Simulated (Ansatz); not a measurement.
## Effect of isotropic strain +2.25 % on Cs2AgBiBr6

Start from Cs$_{2}$AgBiBr$_{6}$ (space group Fm-3m, No. 225; a = 10.996 Å).

Perturbation: every lattice vector is stretched by 2.25 %, atoms relaxed at fixed cell.

Computed with LDA (Ansatz, an electronic-structure program; PAW; 420 eV plane waves; spin-orbit coupling left out). k-mesh 5×5×5 (Γ-centred); smearing 0.05 eV (Fermi–Dirac).

```csv
quantity,base,changed,shift
volume per atom,33.24 Å³,35.54 Å³,+2.295 Å³
space group,Fm-3m (No. 225),Fm-3m (No. 225),–
shortest interatomic distance,2.689 Å,2.766 Å,+0.0765 Å
energy relative to the base (free energy F),0 meV/atom,+14 meV/atom,+14 meV/atom
pressure,-0.01 GPa,-1.85 GPa,-1.84 GPa
band gap,0.94 eV,1.05 eV,+0.11 eV
gap character,"indirect, X → L","indirect, X → L",–
smallest direct gap,2.20 eV,2.16 eV,-0.04 eV
mean gap deformation potential ΔEg/Δln V,–,+1.6 eV,–
width of the top valence band,1.40 eV,1.19 eV,-0.21 eV
electron mass,"0.36 mₑ along k, 0.24 mₑ across (at L)","0.35 mₑ along k, 0.24 mₑ across (at L)",–
hole mass,"0.15 mₑ along k, 0.62 mₑ across (at X)","0.18 mₑ along k, 0.70 mₑ across (at X)",–
largest internal atomic displacement,–,0.016 Å,–
```

Final structure:

```xyz
10
Lattice="0.0000 5.6219 5.6219 5.6219 0.0000 5.6219 5.6219 5.6219 0.0000" Properties=species:S:1:pos:R:3 pbc="T T T"
Bi     0.0000     0.0000     0.0000
Ag     5.6219     5.6219     5.6219
Cs     2.8109     2.8109     2.8109
Cs     8.4328     8.4328     8.4328
Br     5.6219     2.8562     5.6219
Br     8.3875     5.6219     5.6219
Br     5.6219     8.3875     5.6219
Br     2.8562     5.6219     5.6219
Br     5.6219     5.6219     2.8562
Br     5.6219     5.6219     8.3875
```

With Bi present, leaving out spin-orbit coupling can change the band edges. Effective masses come from finite differences of ±0.01 Å⁻¹. Along k means along the line from Γ to the band edge. No phonon test of stability was made.
